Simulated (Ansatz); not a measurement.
The starting structures come from a database of crystals and need not be the phases stable at ambient conditions.

**Evanescent states of Sb$_{2}$O$_{3}$ (Fd-3m, not sure to be the ambient phase, 20 atoms a cell, 17.2 Å³ an atom, -2 GPa at this level) along the normal of (001)**

Calculation: r2SCAN (plane waves, PAW; Ansatz, a program for electronic structure).

The gap is the functional's own. No spin-orbit coupling. Mid-gap values are interpolated on the energy grid.

Energies count from the valence-band top; κ is the least over a 4×4 mesh across the current.

| E (eV) | κ (1/Å) | where |
|---|---|---|
| 0.09 | 0.141 | off Γ |
| 0.26 | 0.230 | off Γ |
| 0.42 | 0.284 | off Γ |
| 0.59 | 0.323 | off Γ |
| 0.77 | 0.352 | off Γ |
| 0.94 | 0.366 | off Γ |
| 1.10 | 0.377 | off Γ |
| 1.27 | 0.386 | off Γ |
| 1.45 | 0.392 | off Γ |
| 1.61 | 0.397 | off Γ |
| 1.78 | 0.399 | off Γ |
| 1.96 | 0.385 | Γ |
| 2.12 | 0.364 | Γ |
| 2.29 | 0.341 | Γ |
| 2.46 | 0.316 | Γ |
| 2.63 | 0.288 | Γ |
| 2.81 | 0.255 | Γ |
| 2.98 | 0.217 | Γ |
| 3.15 | 0.169 | Γ |
| 3.31 | 0.096 | Γ |

### Question
How thick must the barrier be to attenuate the transmission by 10^6 when the electrodes' Fermi level lies at 0.09 eV, and what attenuation does that film give at 1.96 eV?

### Answer
d = 6 ln 10 / (2 × 0.141) = 49.0 Å. At 1.96 eV it gives 6 × 0.385/0.141 = 16.4 decades.
